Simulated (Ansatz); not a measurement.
An Ansatz (a quantum-chemistry and plane-wave program) input (PBE/PAW in Ansatz, scalar-relativistic without spin-orbit coupling):

Ansatz 0.2 input:
```yaml
crystal:
  lattice:
    - [3.2121317217, 0, 0]
    - [-1.6060658608, 2.7817876713, 0]
    - [0, 0, 3.6088619537]
  atoms:
    - { symbol: W, position: [0, 0, 0] }
    - { symbol: Ge, position: [0.6666666667, 0.3333333333, 0.5] }
basis: { ecutwfc: 420, ecutrho_ratio: 4, xc_grid: 2, fft_grid_basis: typed }
kpoints: { mp_grid: { grid: [17, 17, 13] } }
hamiltonian:
  xc: pbe
  dispersion: none
  pseudopotentials: { kind: paw }
scf: { occupations: { method: fermi_dirac, width: 0.05 }, convergence: { dr2_threshold: 0.0000000002 } }
output: { forces: true, stress: true }
checkpoint: { write: state.ck, write_every: 1000 }
```

Question: Which symmetry and how many k-points will the program report, and about how many plane waves at Γ?

Answer: Space group P-6m2 (ITA 187) with 12 operations, k-points 231 of 3757, and 649 plane waves at Γ.

Whether these cells are dynamically stable was not tested. The final runs are not spin-polarised. The cell was made from WC by this change: C → Ge; the result is a hypothetical phase, not in the database extracts checked.
